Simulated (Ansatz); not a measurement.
**InAs, response to strain**

The parent structure is InAs in the zinc blende structure (space group F-43m, No. 216; a = 6.110 Å). Axes: x, y, z lie along the cube axes.

Strains are applied to the cell and any free atomic positions relax; under biaxial strain the out-of-plane vector relaxes too.

Calculations: DFT with r2SCAN, PAW potentials and a 500 eV plane-wave cutoff in Ansatz (a quantum-chemistry and plane-wave program), spin-orbit coupling left out.

Notes on the quantities. pressure: mean of the normal stresses, compression positive.

| change | band gap | pressure | volume per atom |
|---|---|---|---|
| base | 0.08 eV | 0.0 GPa | 28.51 Å³ |
| biaxial strain +0.42 %, plane normal [111], relaxed out of plane | zero | -0.3 GPa | ___ |
| biaxial strain +0.83 %, plane normal [111], relaxed out of plane | zero | ___ | 28.84 Å³ |
| biaxial strain +1.25 %, plane normal [111], relaxed out of plane | zero | -1.0 GPa | 29.01 Å³ |
| biaxial strain +1.67 %, plane normal [111], relaxed out of plane | zero | ___ | 29.18 Å³ |
| biaxial strain +2.08 %, plane normal [111], relaxed out of plane | 0.05 eV | -1.56 GPa | 29.35 Å³ |
| biaxial strain +2.50 %, plane normal [111], relaxed out of plane | 0.06 eV | -1.84 GPa | ___ |

Problem. Some entries are withheld; estimate them.

Solution. 
- biaxial strain +0.42 %, plane normal [111], relaxed out of plane, volume per atom: 28.67 Å³
- biaxial strain +0.83 %, plane normal [111], relaxed out of plane, pressure: -0.6 GPa
- biaxial strain +1.67 %, plane normal [111], relaxed out of plane, pressure: -1.3 GPa
- biaxial strain +2.50 %, plane normal [111], relaxed out of plane, volume per atom: 29.52 Å³

Stability against distortions was not tested. The final runs are not spin-polarised. Gaps under 0.05 eV, about the width of the smearing, are given as zero. A zero or small gap of InAs can be the functional's error rather than a property of the material.
